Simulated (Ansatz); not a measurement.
**Seebeck coefficient of heavily doped n-type SnS (Pnma)**

SnS (Pnma), n-type; conventional cell a = 11.0982 Å, b = 3.9850 Å, c = 4.2318 Å, α = β = γ = 90.00°. Computed with PBEsol, rigid bands (plane waves, PAW, scalar-relativistic; Ansatz, a quantum-chemistry and plane-wave program). Geometry: cell and atoms relaxed with PBEsol. Sums run over bands interpolated from the self-consistent mesh; computed gap 0.55 eV. |S| is the size of the Seebeck coefficient, averaged over directions. Temperature 300 K; every row lies over 1.5 times the effective density of states N_c. For a degenerate gas in one parabolic band with a constant relaxation time, |S| = π²k_B²T·m*/(eħ²(3π²n)^(2/3)), a line through zero in x = (n/10¹⁹ cm⁻³)^(-2/3) with slope 650 μV/K × m*/mₑ.

| electron density (cm⁻³) | x | |S| (μV/K) |
|---|---|---|
| 1e19 | 1.000 | ? |
| 3e19 | 0.481 | 144 |
| 1e20 | 0.215 | 87 |
| 3e20 | 0.104 | 66 |
| 1e21 | 0.046 | 41 |

**Question.** Using a straight line, estimate the missing |S| at x = 1.000 from the other rows, showing the fit.

**Answer.** With u = x - 0.21, the rows have u = 0.27100, 0.00500, -0.10600, -0.16400. Means: u 0.0015000, |S| 84.5. About the means, the sum of products is 25.232 and the sum of squares of u is 0.11159; the slope is their ratio. Least squares gives |S| = 84.2 + 226.1·u. Residuals (row less fit): -1.5, 1.7, 5.8, -6.1; standard error 6.2 (degrees of freedom: 2). The slope gives m* ≈ 226.1/650 = 0.35 mₑ, and the line's value at x = 0 is 37 μV/K, where the simple form has zero. At the withheld row, u = 0.79000, so |S| = 84.2 + 226.1 × 0.79000 = 262.8 μV/K. The calculation gives 214 μV/K, 48.8 μV/K below the prediction (28.2 % of the range of |S| in the table). The row lies outside the fitted rows, so this is an extrapolation. From the scatter of the fitted rows alone, a prediction at this place has a standard error of 16.1 μV/K, so the miss is 3.0 times that.

 The withheld row is the least degenerate, at 1.8 times N_c. From the dilute limit the run's density-of-states mass is 0.36 mₑ. Within a few times N_c even one parabolic band lies under the degenerate line, which lowers the slope and lifts the intercept; non-parabolic bands and further valleys enter both too. Series that bend far from a line aren't tabulated. Rigid bands with a gap fixed in temperature, one relaxation time for all states and one kind of carrier; polarons and phonon drag are left out, and so is whether such doping can be reached. Spin-orbit coupling is left out.
